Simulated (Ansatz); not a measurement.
Structures of equal composition on the (0001) surface of hcp Ti: (√3x√3)R30°, one Ti adatom; one added row of Ti in 3. The slabs share one bottom face, and each structure is named by its start. These are constructed structures in small cells; real faces may alloy, dewet or reconstruct in larger ones, and not all known structures of the face are among them. Slabs of about 12 Å with all that they carry, Fermi-Dirac smearing of 0.1 eV. Bottom of the slabs: a bare face, its two planes held. Relaxed from the named starts with such symmetry as they have, on meshes of like density; energies extrapolated to zero smearing; no spin-orbit coupling, no U. Spin-polarised runs, if any, are marked in brackets, and their order is one that fits the cell; the others ran without spin. The cells differ, so small differences also carry the error of unlike k-meshes.

Computed with PBE (plane waves to 420 eV, PAW; Ansatz, a first-principles code).

**Question.** Put the candidates in order of energy per 1x1 cell, lowest first, for PBE.

**Answer.** one added row of Ti in 3 (0.00 eV (1 Ti–Ti bonds formed)), (√3x√3)R30°, one Ti adatom (0.24 eV)
